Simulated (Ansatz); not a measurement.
**A computed series for BeSe: alloy series**

Consider BeSe in the zinc blende structure (space group F-43m, No. 216; a = 5.129 Å).

The other end (x = 1) is BeS in the zinc blende structure (space group F-43m, No. 216): 14.15 Å³/atom, gap 2.91 eV.

S replaces a fraction x of Se; each row is one arrangement (x, atoms in the cell, starting space group or random), fully relaxed.

The values are results of DFT with PBEsol, PAW potentials and a 420 eV plane-wave cutoff in Ansatz (a program for electronic structure), scalar-relativistic without spin-orbit coupling, not measurements.

| S fraction x | volume per atom (Å³/atom) |
|---|---|
| 0 | 16.865 |
| 0.25 (Amm2, 8 atoms) | 16.164 |
| 0.25 (P-43m, 8 atoms) | 16.156 |
| 0.25 (Cm, 8 atoms) | 16.158 |
| 0.333 (P3m1, 6 atoms) | ? |
| 0.667 (Imm2, 6 atoms) | 15.015 |
| 0.75 (Amm2, 8 atoms) | 14.810 |
| 0.75 (I-42m, 8 atoms) | 14.794 |
| 1 | 14.154 |

Question: Fit V(x) = (1 − x) V(0) + x V(1) − b x(1 − x) with the ends held (b = 0 is Vegard's rule) to the rows shown and predict the withheld row.

Answer: Least squares on the printed values gives b = 0.16 Å³/atom, against 15.962 Å³/atom from the straight line alone (largest residual 0.008 Å³/atom); this predicts 15.927 Å³/atom, and the run gives 15.943 Å³/atom, 0.016 higher.

Each cell is one ordered arrangement of few atoms, which overstates ordering effects compared with a random alloy. Stability against distortions was not tested.
